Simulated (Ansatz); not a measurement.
## Effect of H interstitial (started 1.80 Å from the nearest host atom), symmetric start on HfSi2

Consider a 12-atom supercell of HfSi₂ (space group Cmcm, No. 63; a = 3.683 Å, b = 14.598 Å, c = 3.658 Å) at its relaxed geometry.

It is then changed as follows: a neutral H interstitial (started 1.80 Å from the nearest host atom), symmetric start, atoms relaxed at fixed cell.

Calculations: DFT with PBE, PAW potentials and a 420 eV plane-wave cutoff in Ansatz (a program for electronic structure), no spin-orbit coupling. Settings: 5×7×7 k-points, 0.05 eV Fermi–Dirac smearing.

```tsv
quantity	base	changed	shift
pressure	0.0 GPa	2.0 GPa	+2.06 GPa
largest displacement of a host atom from its site in the perfect cell	–	0.11 Å	–
final site of the added atom	–	2 Si at 1.78–1.87 Å and 2 Hf at 2.02 Å	–
```

Final structure:

```
CELL_PARAMETERS angstrom
      1.84139    -7.29901     0.00000
      3.68277     0.00000    -3.65821
      3.68277     0.00000     3.65821
ATOMIC_POSITIONS crystal
  Si 0.89737 0.66253 0.40798
  Si 0.89737 0.15798 0.91253
  Si 0.10678 0.36474 0.61474
  Si 0.11700 0.85508 0.10508
  Si 0.51062 0.00701 0.76267
  Si 0.51062 0.51267 0.25701
  Si 0.52484 0.00005 0.25005
  Si 0.50994 0.50693 0.75693
  Hf 0.22176 0.83157 0.57908
  Hf 0.22176 0.32908 0.08157
  Hf 0.79740 0.18828 0.43828
  Hf 0.80046 0.68299 0.93299
  H  0.30077 0.15110 0.40110
```

The cell is small, so the values are those of an ordered compound at a high defect concentration; dilute-limit values will differ. The defect started on the symmetric site and kept its symmetry, so it may sit on a saddle. The final runs are not spin-polarised. The defect cell is not spin-polarised.
